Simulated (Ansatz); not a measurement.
## HfO2: pressure 5 GPa

Consider HfO2 (space group Pca2_1, No. 29; a = 5.247 Å, b = 5.030 Å, c = 5.059 Å).

The change: a hydrostatic pressure of 5 GPa.

The values are results of Ansatz (a quantum-chemistry and plane-wave program), r2SCAN, PAW, cutoff 500 eV, no SOC, not measurements. Γ-centred 5×5×5 mesh, Fermi–Dirac width 0.05 eV.

The shortest interatomic distance decreases by 0.010 Å, from 2.032 Å to 2.022 Å and the band gap grows by 0.065 eV to 5.03 eV (an upper bound: an edge found on the path is not a true extremum; the changed cell).

With Hf present, leaving out spin-orbit coupling can change the band edges. Load acts through the strain it causes; cell and atoms are relaxed under it. No phonon test of stability was made. No other phases were tried under pressure. This is not the structure that HfO2 has at room temperature and ambient pressure.
